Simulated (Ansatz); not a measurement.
**SiO2: response to strain**

Base system: SiO₂ (space group P3_221, No. 154).

```yaml
crystal:
  lattice:
    - [4.86585, 0.00000, 0.00000]
    - [-2.43292, 4.21395, 0.00000]
    - [0.00000, 0.00000, 5.36522]
  atoms:
    - { symbol: Si, position: [0.00000, 0.46475, 0.33333] }
    - { symbol: Si, position: [0.53525, 0.53525, 0.00000] }
    - { symbol: Si, position: [0.46475, 0.00000, 0.66667] }
    - { symbol: O, position: [0.27611, 0.41114, 0.22119] }
    - { symbol: O, position: [0.58886, 0.86497, 0.88785] }
    - { symbol: O, position: [0.72389, 0.13503, 0.44548] }
    - { symbol: O, position: [0.86497, 0.58886, 0.11215] }
    - { symbol: O, position: [0.41114, 0.27611, 0.77881] }
    - { symbol: O, position: [0.13503, 0.72389, 0.55452] }
```

Cartesian axes are those of the cell as printed.

Strains are applied to the cell and any free atomic positions relax; under biaxial strain the out-of-plane vector relaxes too.

Method: Ansatz (a first-principles code) LDA, no SOC.

Candidates:
(a) biaxial strain +2.25 %, plane normal [001], relaxed out of plane
(b) biaxial strain +0.75 %, plane normal [001], relaxed out of plane
(c) biaxial strain +1.50 %, plane normal [001], relaxed out of plane

Q: Order them by out-of-plane strain, highest first.

A: (b) biaxial strain +0.75 %, plane normal [001], relaxed out of plane (-0.16 %), (c) biaxial strain +1.50 %, plane normal [001], relaxed out of plane (-0.29 %), (a) biaxial strain +2.25 %, plane normal [001], relaxed out of plane (-0.40 %)

No phonon test of stability was made.
